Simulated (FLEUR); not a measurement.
FLEUR run on LuCuSe₂ (P3m1, 4 atoms in the cell): self-consistent single point.

Method: PBEsol, all-electron FLAPW (FLEUR), scalar-relativistic valence in FLEUR.

The change in words: lattice scaled by 0.98. Reference geometry:
```
CELL_PARAMETERS angstrom
      4.09225     0.00000     0.00000
     -2.04613     3.54400     0.00000
      0.00000     0.00000     6.47917
ATOMIC_POSITIONS crystal
  Lu 0.00000 0.00000 0.79851
  Cu 0.66667 0.33333 0.18851
  Se 0.33333 0.66667 0.06490
  Se 0.66667 0.33333 0.56728
```

Reference input (self-consistent single point, DFT, PBEsol, all-electron FLAPW (FLEUR), scalar-relativistic valence): Kmax = 3.8 1/bohr; GmaxXC = 13.3 1/bohr; xcFunctional = PBEs; jspins = 1; l_soc = F; mode = hist; fermiSmearingEnergy = 0.0001 Htr; mesh (inpgen div1-3) = 6 6 4; inpgen gamma flag = true; Gmax = 13.3 1/bohr; numbands = 0; maxIterBroyd = 40. This run's input differs from it in these lines:

```diff
@@ -3,5 +3,5 @@
 &input film=f /
-4.0922535446 0.0000001236 0.0000000000
--2.0461268794 3.5439954665 0.0000000000
-0.0000000000 0.0000000000 6.4791670000
+4.0104084575 -0.0000001062 0.0000000000
+-2.0052041368 3.4731156569 0.0000000000
+0.0000000000 0.0000000000 6.3495840000
 1.8897261246
@@ -46,5 +46,5 @@
          <bravaisMatrix>
-            <row-1>    7.7332384317175711     0.0000002335701490     0.0000000000000000</row-1>
-            <row-2>   -3.8666194182484532     6.6971808185090138     0.0000000000000000</row-2>
-            <row-3>    0.0000000000000000     0.0000000000000000    12.2438511455462073</row-3>
+            <row-1>    7.5785736324545381    -0.0000002006889144     0.0000000000000000</row-1>
+            <row-2>   -3.7892866424669522     6.5632373906012198     0.0000000000000000</row-2>
+            <row-3>    0.0000000000000000     0.0000000000000000    11.9989747651421652</row-3>
          </bravaisMatrix>
```

The program printed (abridged):

```
 Iteration:     1   Distance:      15.80782706 me/bohr^3
 Iteration:     2   Distance:       9.62140958 me/bohr^3
 Iteration:     3   Distance:       5.54820700 me/bohr^3
 Iteration:     4   Distance:       5.22746977 me/bohr^3
 Iteration:     5   Distance:       4.46948503 me/bohr^3
   [... 12 lines left out ...]
 Iteration:    18   Distance:       0.00012150 me/bohr^3
 Iteration:    19   Distance:       0.00002365 me/bohr^3
 Iteration:    20   Distance:       0.00002762 me/bohr^3
 Iteration:    21   Distance:       0.00000489 me/bohr^3
 Reset of history
 Run finished successfully
 Stop message:
   Structural relaxation: new displacements generated

[file out, last iteration]
             iter=     22
[...]
          total density-effective poten   -3.5572270115E+04
          total charge density-energy d   -5.3693001081E+02
 Updated energy parameters for spin:           1
[...]
 fermi energy and band-weighting factors:

[...]
FERMIE:
          first approx. to ef    (T=0)  :   0.249718 htr   (energy of the highest occ. eigenvalue)
          number of occ. states  (T=0)  :        816
          first approx. to seigv (T=0)  : -34.963593 htr
          sum of weights of occ. states :  34.000000
          sum of semicore charge        :   0.000000 e
FERHIS:  Fermi-Energy by histogram:
          bandgap                     :   0.040091 htr
   [... lines left out ...]
          charge neutrality (T=0)     :   0.000000    (zero if the highest occ. eigenvalue is "entirely" occupied)
 Direct bandgap for spin            1 :    4.3016517201178078E-002  Htr
 ---->    free energy=                    -21087.7275921046 htr
   [... lines left out ...]
 TOTAL FORCE FOR ATOM TYPE=  2  X= -3.789   Y=  2.188   Z=  2.262
                       FX_TOT= 0.000000 FY_TOT= 0.000000 FZ_TOT=-0.002591
 TOTAL FORCE FOR ATOM TYPE=  3  X=  3.789   Y= -2.188   Z=  0.779
                       FX_TOT= 0.000000 FY_TOT= 0.000000 FZ_TOT= 0.002490
 TOTAL FORCE FOR ATOM TYPE=  4  X= -3.789   Y=  2.188   Z= -5.192
                       FX_TOT= 0.000000 FY_TOT= 0.000000 FZ_TOT=-0.002575
```

The run converged in 21 iterations. FLEUR gives forces in its relaxation mode, with a further iteration, so its stop message speaks of a relaxation. Against the reference run the free energy goes down by 28.2 meV/atom, the largest force goes from 0.125 to 0.145 eV/Å and the gap on the mesh goes from 0.946 to 1.091 eV.

The starting cell comes from a database of computed structures (which also holds hypothetical and non-ambient phases and stackings), without a prior relaxation at this level. Its lattice was rescaled by a random factor within 2.5 % of one. For this run, on top of that: lattice scaled by 0.98. Spin-orbit coupling is off. Values depend on the basis (sphere radii, cutoffs, local orbitals), which need not be converged.

Cost on one core of a shared machine: roughly 3 min.
